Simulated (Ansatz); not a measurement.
Consider the following.

Host crystal: zinc-blende InP, with a band gap (PBE, scalar-relativistic without spin-orbit coupling).

End structure of NH2 on the 1x1 (110) surface of zinc-blende InP (cut with top plane In + P), one in a 2x1 cell, started at the site 'hollow In-In-P-P':

```
CELL_PARAMETERS angstrom
      8.42871     0.00000     0.00000
      0.00000     5.96000     0.00000
      0.00000     0.00000    27.50000
ATOMIC_POSITIONS crystal
  In 0.25000 0.55028 0.36260
  In 0.75000 0.55028 0.36260
  P  0.00000 0.76054 0.33871
  P  0.50000 0.76054 0.33871
  In 0.00000 0.97719 0.42064
  In 0.50000 0.97719 0.42064
  P  0.25000 0.22817 0.42353
  P  0.75000 0.22817 0.42353
  In 0.24818 0.48036 0.50049
  In 0.75182 0.48036 0.50049
  P  0.00000 0.73581 0.50052
  P  0.50000 0.73151 0.49943
  In 0.00000 0.96585 0.58061
  In 0.50000 0.98450 0.57528
  P  0.24686 0.22834 0.57748
  P  0.75314 0.22834 0.57748
  In 0.23038 0.50554 0.64830
  In 0.76962 0.50554 0.64830
  P  0.00000 0.77080 0.66577
  P  0.50000 0.72375 0.65212
  N  0.50000 0.91338 0.70043
  H  0.59879 0.90308 0.72171
  H  0.40121 0.90308 0.72171
```

Set-up: 23 atoms, 8.9 Å thick at the start under the adsorbate (thin: gaps and levels are the slab's own); mesh 3x4x1; 0.01 eV smearing; dipole correction on; 8 atoms held, the rest relaxed; held to the start's symmetry, so lower structures may exist; spin-polarised, ending with about 0.7 μB a cell, a value that depends on the mesh; orders that need a larger cell were not tried, no spin-orbit, no U, no dispersion correction. The slab shows no gap over 0.04 eV on its mesh. At the end it is bonded to P. In PBE this state lies 0.03 eV over the lowest of the starts that converged ('hollow P').

A negative adsorption energy means that the adsorbate is more stable on the surface than in its reference.

Task: Estimate the change of the step from the bottom to the top vacuum level, against the clean slab that PBE (Ansatz, a program for electronic structure) returns for this input.

Result: -1.12 eV

Task: What adsorption energy against NH3(g) − ½ H2(g) does PBE give?

Result: 1.07 eV

Task: Give the work function of the top face at the level PBE.

Result: 3.07 eV
